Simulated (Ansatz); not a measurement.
A computed series for Ru2Si: response to strain

Start from Ru₂Si (space group Pnma, No. 62; a cell from a computed database, its experimental status unchecked).

```
Ru2Si
1.0
    5.26591     0.00000     0.00000
    0.00000     4.00613     0.00000
    0.00000     0.00000     7.39567
Si Ru
4 8
Direct
  0.29961   0.25000   0.90219
  0.70039   0.75000   0.09781
  0.20039   0.75000   0.40219
  0.79961   0.25000   0.59781
  0.51410   0.75000   0.78767
  0.48590   0.25000   0.21233
  0.98590   0.25000   0.28767
  0.01410   0.75000   0.71233
  0.83302   0.25000   0.93476
  0.16698   0.75000   0.06524
  0.66698   0.75000   0.43476
  0.33302   0.25000   0.56524
```

Cartesian axes are those of the cell as printed.

Strains are applied to the cell and any free atomic positions relax; under stress the whole cell relaxes.

Computed with DFT with r2SCAN, PAW potentials and a 500 eV plane-wave cutoff in Ansatz (a quantum-chemistry and plane-wave program), no spin-orbit coupling, earlier PAW set.

Notes on the quantities. energy relative to the base: free energy F.

| variant | energy relative to the base | shortest interatomic distance |
|---|---|---|
| base | 0 meV/atom | 2.440 Å |
| isotropic strain −5.54 % | (withheld) | 2.314 Å |
| uniaxial strain ε_yy = −0.91 % | +1.5 meV/atom | (withheld) |
| uniaxial strain ε_yy = +2.39 % | +9.5 meV/atom | (withheld) |
| uniaxial strain ε_zz = −2.31 % | (withheld) | 2.427 Å |
| uniaxial stress, 1 GPa compression along x | +0.1 meV/atom | 2.442 Å |

### Question
Complete the table.

### Answer

- isotropic strain −5.54 %, energy relative to the base: +0.391 eV/atom
- uniaxial strain ε_yy = −0.91 %, shortest interatomic distance: 2.426 Å
- uniaxial strain ε_yy = +2.39 %, shortest interatomic distance: 2.460 Å
- uniaxial strain ε_zz = −2.31 %, energy relative to the base: +10 meV/atom

Without a gap, meshes like the base's 7×9×5 leave anisotropic stresses uncertain by several tenths of a GPa, and small strain energies with them. Stability under load was not tested beyond the relaxation. All final runs are without spin polarisation.
